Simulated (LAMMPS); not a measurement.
Surface tension of liquid Ni over temperature.

Level of theory: classical MD, pair style adp, file Ni.adp; code LAMMPS.

```json
[
 {"T (K)": "1730", "surface tension": "1.46 ± 0.02 N/m", "excess energy": "1.8 J/m²"},
 {"T (K)": "1990", "surface tension": "1.38 ± 0.03 N/m", "excess energy": "1.8 J/m²"},
 {"T (K)": "2330", "surface tension": "1.31 ± 0.03 N/m", "excess energy": "1.8 J/m²"}
]
```

Caution (row 1730): this liquid lies under the melting point of about 1800 K that EAM-type Ni.adp gives, so it is undercooled.

Uncertainties are statistical and leave out the potential's own error.
